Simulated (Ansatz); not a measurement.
Base system: HfO$_{2}$ (space group P4_2/nmc, No. 137; a = 3.5768 Å, c = 5.2026 Å).

All numbers come from plane-wave PAW DFT at the r2SCAN level (Ansatz, a quantum-chemistry and plane-wave program, 500 eV), scalar-relativistic without spin-orbit coupling.

Base values:

Electron mass: 1.0 mₑ along c, 0.89 mₑ across (at Γ)
Pressure: 0.00 GPa

Now apply this change: an isotropic linear strain of −0.17 %; the atoms relax in the strained cell.

Estimate the effect on the energy relative to the base.

The energy stays essentially unchanged.

Predict the new electron mass.

The electron mass goes from 1.0 mₑ along c, 0.89 mₑ across (at Γ) to 1.0 mₑ along c, 0.88 mₑ across (at Γ).

What does the calculation give for the pressure after the change?

The pressure (mean of the normal stresses, compression positive) goes from zero to 1.08 GPa.

Spin-orbit coupling, missing from the scalar runs, can matter with Hf. The levels and masses belong to the bands next to the band gap. Effective masses come from finite differences of ±0.01 Å⁻¹. Whether these cells are dynamically stable was not tested. This is not the structure that HfO2 has at room temperature and ambient pressure.
